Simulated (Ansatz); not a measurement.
Os (P6_3/mmc), PBEsol, DFPT electron-phonon coupling, linearised Boltzmann equation (Ansatz, a quantum-chemistry and plane-wave program): Condition of this run: hydrostatic pressure 5 GPa (the target of the relaxation). phonon-limited resistivity 7.62 μΩ·cm at 300 K along x (a = (2.72, 0.00, 0.00) Å; b = (-1.36, 2.35, 0.00) Å; c = (0.00, 0.00, 4.29) Å), 10.4 μΩ·cm at 400 K, current-weighted mean free path 9.2 nm, Drude plasma energy 8.12 eV.

Q: What is the classical skin depth at 100 GHz (nonmagnetic, μ₀ = 1.257×10⁻⁶ H/m)?

A: δ = √(ρ/(π f μ₀)) = 439 nm.

Q: Estimate the resistivity of a 40 nm square wire with diffuse walls from ρ ≈ ρ₀(1 + 3ℓ/4d).

A: 1 + 0.75 × 9.2/40 = 1.17, so ρ ≈ 8.93 μΩ·cm and a line 1 μm long has 55.8 Ω. The formula is the free-electron limit for d well above ℓ; grain boundaries add to it.

Q: What temperature coefficient of resistance follows, and how does it compare with 1/T?

A: (ρ₄₀₀ − ρ₃₀₀)/(100 K × ρ₃₀₀) = 3.65×10⁻³ K⁻¹, against 1/T = 3.33×10⁻³ K⁻¹ for a resistivity proportional to T. It lies higher because phonons are still being populated at 300 K; impurities would add a constant and lower it.

A metal at this level (no band gap). Only scattering by harmonic phonons is included (no impurities, grain boundaries, electron-electron scattering or thermal expansion). Spin-orbit coupling is left out, which matters with elements this heavy. Halving the electron mesh (36x36x20) moves the resistivity by up to 1 % at 300 K, the mean free path by up to 1 %. Smearing 0.20 eV; phonons on a 6x6x3 q mesh, which this run doesn't test.
